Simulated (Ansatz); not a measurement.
Consider this model of amorphous Si24O51La2.

```yaml
crystal:
  lattice:
    - [10.56420, 0.48957, 0.03676]
    - [0.48957, 10.08942, 0.05576]
    - [0.03676, 0.05576, 11.00203]
  atoms:
    - { symbol: Si, position: [0.82214, 0.97864, 0.15445] }
    - { symbol: Si, position: [0.85796, 0.27205, 0.19464] }
    - { symbol: Si, position: [0.82399, 0.13056, 0.61134] }
    - { symbol: Si, position: [0.20134, 0.62149, 0.24482] }
    - { symbol: Si, position: [0.26740, 0.68828, 0.66804] }
    - { symbol: Si, position: [0.13211, 0.36413, 0.15632] }
    - { symbol: Si, position: [0.74911, 0.35439, 0.43995] }
    - { symbol: Si, position: [0.53524, 0.79006, 0.65068] }
    - { symbol: Si, position: [0.53722, 0.94197, 0.16092] }
    - { symbol: Si, position: [0.71969, 0.56514, 0.12185] }
    - { symbol: Si, position: [0.32747, 0.80077, 0.10237] }
    - { symbol: Si, position: [0.65225, 0.00493, 0.79083] }
    - { symbol: Si, position: [0.92490, 0.96235, 0.78857] }
    - { symbol: Si, position: [0.73948, 0.41137, 0.94293] }
    - { symbol: Si, position: [0.32789, 0.37250, 0.65215] }
    - { symbol: Si, position: [0.47194, 0.97213, 0.42438] }
    - { symbol: Si, position: [0.93643, 0.92431, 0.41047] }
    - { symbol: Si, position: [0.99723, 0.72886, 0.60624] }
    - { symbol: Si, position: [0.22447, 0.87191, 0.34893] }
    - { symbol: Si, position: [0.13671, 0.79157, 0.90086] }
    - { symbol: Si, position: [0.96739, 0.72343, 0.09422] }
    - { symbol: Si, position: [0.47189, 0.28594, 0.40880] }
    - { symbol: Si, position: [0.39099, 0.23514, 0.14448] }
    - { symbol: Si, position: [0.50239, 0.25842, 0.87888] }
    - { symbol: O, position: [0.38287, 0.78224, 0.67308] }
    - { symbol: O, position: [0.42420, 0.28972, 0.00721] }
    - { symbol: O, position: [0.19756, 0.32566, 0.70174] }
    - { symbol: O, position: [0.20032, 0.68354, 0.80391] }
    - { symbol: O, position: [0.78710, 0.25686, 0.32288] }
    - { symbol: O, position: [0.06535, 0.70184, 0.20550] }
    - { symbol: O, position: [0.77057, 0.38941, 0.10755] }
    - { symbol: O, position: [0.59341, 0.36465, 0.44397] }
    - { symbol: O, position: [0.32223, 0.94647, 0.43298] }
    - { symbol: O, position: [0.61385, 0.65784, 0.60365] }
    - { symbol: O, position: [0.63146, 0.60826, 0.23185] }
    - { symbol: O, position: [0.87775, 0.04040, 0.49733] }
    - { symbol: O, position: [0.05803, 0.93112, 0.86080] }
    - { symbol: O, position: [0.08150, 0.94297, 0.37205] }
    - { symbol: O, position: [0.54019, 0.89427, 0.30523] }
    - { symbol: O, position: [0.99959, 0.31131, 0.21014] }
    - { symbol: O, position: [0.92021, 0.84064, 0.69405] }
    - { symbol: O, position: [0.18166, 0.46640, 0.26176] }
    - { symbol: O, position: [0.23943, 0.70747, 0.36415] }
    - { symbol: O, position: [0.54178, 0.09775, 0.86369] }
    - { symbol: O, position: [0.92412, 0.88144, 0.08075] }
    - { symbol: O, position: [0.78870, 0.97359, 0.86426] }
    - { symbol: O, position: [0.59331, 0.86482, 0.76568] }
    - { symbol: O, position: [0.23835, 0.23420, 0.15884] }
    - { symbol: O, position: [0.86885, 0.39152, 0.87409] }
    - { symbol: O, position: [0.98318, 0.58372, 0.65328] }
    - { symbol: O, position: [0.47470, 0.83031, 0.08164] }
    - { symbol: O, position: [0.50287, 0.12420, 0.42029] }
    - { symbol: O, position: [0.31006, 0.64648, 0.14080] }
    - { symbol: O, position: [0.43864, 0.32498, 0.75602] }
    - { symbol: O, position: [0.11477, 0.43060, 0.02597] }
    - { symbol: O, position: [0.31953, 0.53735, 0.63841] }
    - { symbol: O, position: [0.03767, 0.69337, 0.96349] }
    - { symbol: O, position: [0.25115, 0.83952, 0.97908] }
    - { symbol: O, position: [0.67216, 0.56033, 0.97991] }
    - { symbol: O, position: [0.85189, 0.63562, 0.12371] }
    - { symbol: O, position: [0.44048, 0.31536, 0.26311] }
    - { symbol: O, position: [0.26421, 0.90030, 0.20765] }
    - { symbol: O, position: [0.45683, 0.08403, 0.15204] }
    - { symbol: O, position: [0.85081, 0.13104, 0.12572] }
    - { symbol: O, position: [0.63889, 0.31669, 0.89715] }
    - { symbol: O, position: [0.83663, 0.92788, 0.29694] }
    - { symbol: O, position: [0.69035, 0.08099, 0.66410] }
    - { symbol: O, position: [0.92687, 0.77463, 0.47171] }
    - { symbol: O, position: [0.93059, 0.10605, 0.71864] }
    - { symbol: O, position: [0.80522, 0.49356, 0.42076] }
    - { symbol: O, position: [0.54935, 0.89472, 0.53375] }
    - { symbol: O, position: [0.80341, 0.28237, 0.56542] }
    - { symbol: O, position: [0.68065, 0.95155, 0.11353] }
    - { symbol: O, position: [0.36451, 0.32409, 0.51228] }
    - { symbol: O, position: [0.14851, 0.76024, 0.58799] }
    - { symbol: La, position: [0.06086, 0.45401, 0.81950] }
    - { symbol: La, position: [0.70224, 0.69050, 0.41787] }
```

Methods: PBE, scalar-relativistic without spin-orbit coupling (Ansatz, an electronic-structure program); r2SCAN, scalar-relativistic without spin-orbit coupling (Ansatz); HSE06, scalar-relativistic without spin-orbit coupling (Ansatz). Neutral PBE cell, which sets geometry, pressure and energy: sampling: a 2×2×2 Γ-centred mesh; Fermi-Dirac width 0.02 eV; no spin polarisation. Exact exchange is cut at the faces of this 10 Å cell, which leaves hybrid gaps a finite-size error.

Preparation: random packing, a CHGNet melt and quench, and a DFT relaxation. O atoms were pushed apart under 1.9 Å during the dynamics, to hinder bonds among them. The hot cell started wider than the set density and was brought back towards it in steps. It is the lowest in DFT energy of 2 quenches. It is a model cell: composition and starting density were chosen by hand, and all elements were melted together. No dispersion term was used. Its density started from a set value of 2.51 and ended at 2.51 g/cm³. Cooling (nominally 400 K/ps over its main leg) ran many orders faster than in experiment, which tends to leave more defects and strain. Values belong to this one cell and scatter from quench to quench. The volume was held where the preparation left it and the shape relaxed.

Q: Give the pressure, the energy against reference phases and the spacing of the highest filled and lowest empty levels.

A: 
```yaml
Pressure on a 2×2×2 Γ-centred mesh: 1.59 GPa
Largest force and stress component on that mesh (the relaxation ran on the zone centre alone): 0.02 eV/Å and 1.6 GPa
Energy relative to alpha cristobalite + hexagonal La2O3 (lowest mix at this level among the phases computed, not always the ambient ones): 0.096 eV/atom
Level gap on a 2×2×2 Γ-centred mesh (PBE): 4.44 eV
Level gap at the zone centre (PBE): 4.44 eV
Level gap at the zone centre (r2SCAN): 5.02 eV
Level gap at the zone centre (HSE06): 6.14 eV
Distance between the nearest levels spread over more than a fifth of the atoms or a third of the atoms of their main element (six at least) (PBE, zone centre): 5.45 eV
```

Q: At PBE and the zone centre, how localised are the states just below and above the Fermi level (participation number: the atoms over which a state spreads)?

A: The highest filled state is spread over 2.9 atoms' worth, largest on O27, with weights by element (charge in smoothed Voronoi cells) O 0.94, Si 0.04, La 0.02. The lowest empty state is spread over 31.1 atoms' worth, largest on La77, with weights by element (charge in smoothed Voronoi cells) O 0.64, Si 0.20, La 0.16.

At PBE the levels at the filled edge of the gap are localised (band-tail or defect states), and the nearest spread-out levels lie 5.4 eV apart at the zone centre.

Bonds are counted up to Si-Si 2.60 Å, Si-O 1.98 Å, Si-La 3.20 Å, O-O 1.58 Å, O-La 3.00 Å, La-La 3.96 Å. Two cations that share two anions don't count as bonded, nor two that share one unless they lie closer than Si-Si 2.38 Å, Si-La 3.11 Å, La-La 3.85 Å.

Added carriers, by PBE, scalar-relativistic without spin-orbit coupling in Ansatz on the zone centre alone. Charged cells keep the cell fixed and stand in a uniform background, with no image correction, at a width of 0.01 eV; where the count is odd the moment is locked at 1 μB, unless the neutral cell bore moments. Each starts from the undistorted neutral geometry alone. PBE's self-interaction favours spread-out carriers, so it can miss traps that a hybrid finds.

Q: What happens at PBE when the cell takes an extra electron and the atoms relax?

A: Relaxation lowers the charged cell by 0.02 eV. The largest moves are O35 0.04 Å, La77 0.03 Å, O49 0.02 Å, O55 0.02 Å. The level that holds the added charge spreads over 58.1 atoms' worth, most on La77 (weight 0.07): a carrier spread over the cell. No bond crosses its cut-off with a change of over 0.15 Å (metal-metal contacts aside). Made neutral again at that geometry, the cell lies +0.02 eV from the neutral start.

Q: What happens at PBE when the cell takes a hole and the atoms relax?

A: Relaxation lowers the charged cell by 0.18 eV. The largest moves are O27 0.15 Å, O54 0.14 Å, La76 0.13 Å, O49 0.11 Å. The level that was emptied spreads over 4.9 atoms' worth, most on O27 (weight 0.37): a localised (trapped) carrier, which neighbours of that atom can share. No bond crosses its cut-off with a change of over 0.15 Å (metal-metal contacts aside). Made neutral again at that geometry, the cell lies +0.33 eV from the neutral start.
